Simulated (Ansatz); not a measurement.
We consider corundum In2O3 (high-pressure phase), described by PBE0 (plane waves, PAW; Ansatz, a quantum-chemistry and plane-wave program).

Run with plane-wave cutoff 460 eV, 6×6×6 k mesh, Fermi–Dirac smearing 0.01 eV, scalar-relativistic PAW data made under PBE.

Cell (relaxed with PBEsol):

Space group R-3c, hexagonal axes (No. 167); a = b = 5.513 Å, c = 14.536 Å, α = β = 90.00°, γ = 120.00°

```json
[
 {"atom": "In", "site": "12c", "symmetry": "3.", "x": "0.0000", "y": "0.0000", "z": "0.1426"},
 {"atom": "O", "site": "18e", "symmetry": ".2", "x": "0.2958", "y": "0.2958", "z": "0.2500"}
]
```
(The calculation used a cell of 10 atoms; values per cell refer to that cell.)

Task: Estimate the band gap and smallest direct gap on the k points sampled that the calculation returns.

Result: 
- band gap: 3.40 eV
- smallest direct gap on the k points sampled: 3.41 eV

Note: cell and atoms aren't relaxed at this level (largest force component 0.08 eV/Å, pressure -1.3 GPa).

Spin–orbit coupling is not included.

Static lattice: no zero-point or thermal effects.

It cost very roughly 9 core-minutes of CPU time.
